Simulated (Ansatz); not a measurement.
Partial pair distribution functions of a relaxed model of amorphous IGZO (In₁₂Ga₆Zn₆O₃₃), broadened by 0.06 Å; density 5.63 g/cm³. These are PBE, scalar-relativistic without spin-orbit coupling (plane waves to 420 eV, PAW; Ansatz, a quantum-chemistry and plane-wave program) values and carry that method's errors.

Preparation: random packing, a CHGNet melt and quench, and a DFT relaxation. O atoms were pushed apart under 1.9 Å during the dynamics, to hinder bonds among them. The hot cell started wider than the set density and was brought back towards it in steps. It is the lowest in DFT energy of 2 quenches. It is a model cell: composition and starting density were chosen by hand, and all elements were melted together. No dispersion term was used. Its density started from a set value of 5.63 and ended at 5.63 g/cm³. The quench (nominally 84 K/ps over its main leg) was far faster than any real one, so the model tends to hold more defects than a real film. A cell of this size samples the disorder only roughly. The volume was held where the preparation left it and the shape relaxed, at a PBE pressure of -1.5 GPa (tension). Stress components on the final sampling reach 1.6 GPa.

| r (Å) | g In-O | g Ga-O | g In-In | g O-O |
|---|---|---|---|---|
| 1.65 | 0.00 | 0.01 | 0.00 | 0.00 |
| 1.75 | 0.00 | 1.26 | 0.00 | 0.00 |
| 1.85 | 0.01 | 8.85 | 0.00 | 0.00 |
| 1.95 | 0.43 | 8.53 | 0.00 | 0.00 |
| 2.05 | 4.21 | 3.63 | 0.00 | 0.00 |
| 2.15 | 8.34 | 0.65 | 0.00 | 0.00 |
| 2.25 | 5.10 | 0.37 | 0.00 | 0.00 |
| 2.35 | 1.98 | 0.03 | 0.00 | 0.00 |
| 2.45 | 0.34 | 0.00 | 0.00 | 0.01 |
| 2.55 | 0.23 | 0.00 | 0.00 | 0.17 |
| 2.65 | 0.26 | 0.00 | 0.00 | 0.86 |
| 2.75 | 0.23 | 0.00 | 0.00 | 1.51 |
| 2.85 | 0.26 | 0.00 | 0.00 | 1.62 |
| 2.95 | 0.13 | 0.02 | 0.00 | 2.34 |
| 3.05 | 0.20 | 0.24 | 0.24 | 2.49 |
| 3.15 | 0.14 | 0.51 | 1.71 | 2.48 |
| 3.25 | 0.12 | 0.69 | 3.28 | 2.45 |
| 3.35 | 0.25 | 0.40 | 2.78 | 1.96 |
| 3.45 | 0.45 | 0.38 | 1.28 | 1.74 |
| 3.55 | 0.59 | 1.44 | 1.74 | 1.43 |
| 3.65 | 0.69 | 2.01 | 3.55 | 1.15 |
| 3.75 | 1.11 | 1.25 | 2.99 | 0.57 |
| 3.85 | 1.09 | 1.47 | 2.78 | 0.44 |
| 3.95 | 1.16 | 1.10 | 1.42 | 0.41 |
| 4.05 | 1.24 | 0.96 | 0.52 | 0.53 |
| 4.15 | 1.03 | 1.26 | 0.59 | 0.66 |
| 4.25 | 0.95 | 1.34 | 0.72 | 0.80 |
| 4.35 | 0.87 | 0.94 | 0.60 | 0.76 |
| 4.45 | 1.20 | 0.89 | 0.14 | 0.80 |

Within 2.52 Å each In has 5.00 O neighbours on average.
